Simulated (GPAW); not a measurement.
GPAW run on CoSi2 (Fm-3m, 3 atoms in the cell): self-consistent single point.

Method of the run: PBEsol, GPAW PAW datasets PBEsol (made by gpaw-setup) (plane waves; GPAW 25.7.0).

```yaml
crystal:
  lattice:
    - [0.00000, 2.68000, 2.68000]
    - [2.68000, 0.00000, 2.68000]
    - [2.68000, 2.68000, 0.00000]
  atoms:
    - { symbol: Co, position: [0.00000, 0.00000, 0.00000] }
    - { symbol: Si, position: [0.25000, 0.25000, 0.25000] }
    - { symbol: Si, position: [0.75000, 0.75000, 0.75000] }
```

Reference input (self-consistent single point, DFT PBE, plane waves, GPAW PAW datasets PBE (gpaw-data 1.0.1)): mode = pw; ecut = 800 eV; xc = PBE; kpts = 14 14 14; mesh shift (steps) = 0 0 0; occupations.name = methfessel-paxton; occupations.width = 0.272 eV; occupations.order = 0; nbands = -11; convergence.forces = 0.001 eV/Å; symmetry.symmorphic = false; symmetry.tolerance = 0.0005. This run's input differs from it in these lines:

```diff
@@ -14,3 +14,3 @@
 calc = GPAW(mode=PW(800),
-            xc='PBE',
+            xc='PBEsol',
             kpts={'size': (14, 14, 14), 'gamma': True},
```

Its files differ too (potentials: GPAW PAW datasets PBEsol (made by gpaw-setup)).

Log, with long lists cut:

```
     iter     time        total  log10-change:
                         energy   eigst   dens  force
iter:   1 --:--:--   -23.094252
iter:   2 --:--:--   -22.665807   -0.71  -0.94
iter:   3 --:--:--   -22.377540   -1.29  -0.98
iter:   4 --:--:--   -22.189814   -2.46  -1.09
iter:   5 --:--:--   -22.180893   -1.91  -1.42
iter:   6 --:--:--   -22.185331   -2.12  -1.84
iter:   7 --:--:--   -22.147995   -3.09  -1.77
iter:   8 --:--:--   -22.147018   -4.07  -2.61
iter:   9 --:--:--   -22.146501c  -4.02  -2.80
iter:  10 --:--:--   -22.146493c  -6.08  -3.07
iter:  11 --:--:--   -22.146455c  -5.39  -3.19
iter:  12 --:--:--   -22.146459c  -6.99  -3.83
iter:  13 --:--:--   -22.146457c  -7.84c -3.93
iter:  14 --:--:--   -22.146455c  -7.78c -4.01c
iter:  15 --:--:--   -22.146456c  -7.84c -4.17c -16.86c
Converged after 15 iterations.

Dipole moment: (-0.000000, -0.000000, -0.000000) |e|*Ang

Energy contributions relative to reference atoms: (reference = -53612.253912)

Kinetic:        +18.327203
Potential:      -13.032024
External:        +0.000000
XC:             -27.347072
Entropy (-ST):   -0.039179
Local:           -0.074974
SIC:             +0.000000
--------------------------
Free energy:    -22.166046
Extrapolated:   -22.146456

Showing only first 2 kpts
 Kpt  Band  Eigenvalues  Occupancy
  0     6     10.28348    0.00009
  0     7     12.92037    0.00000
  0     8     12.92037    0.00000
  0     9     12.92037    0.00000

  1     6     10.41491    0.00000
  1     7     11.69490    0.00000
  1     8     11.69490    0.00000
  1     9     12.53796    0.00000

Fermi level: 9.53166

No gap
No difference between direct/indirect transitions
Energy (eV): -22.146456

Forces in eV/Ang:
  0 Co    0.00000   -0.00000   -0.00000
  1 Si   -0.00000   -0.00000   -0.00000
  2 Si    0.00000    0.00000    0.00000

Stress tensor:
     0.021915    -0.000000    -0.000000
    -0.000000     0.021915    -0.000000
    -0.000000    -0.000000     0.021915
Stress (GPa, Voigt): [ 3.5112  3.5112  3.5112 -0.     -0.     -0.    ]
```

The run converged in 15 iterations. GPAW prints stress with tension positive. Against the reference run the pressure goes from 1.29 to -3.51 GPa.

The starting cell has typed, rounded lattice constants, without a prior relaxation at this level. Spin polarisation is off. With a pressure of about -4 GPa the cell is away from its equilibrium volume at this level.

Cost on one core of a shared machine: roughly 2 min.
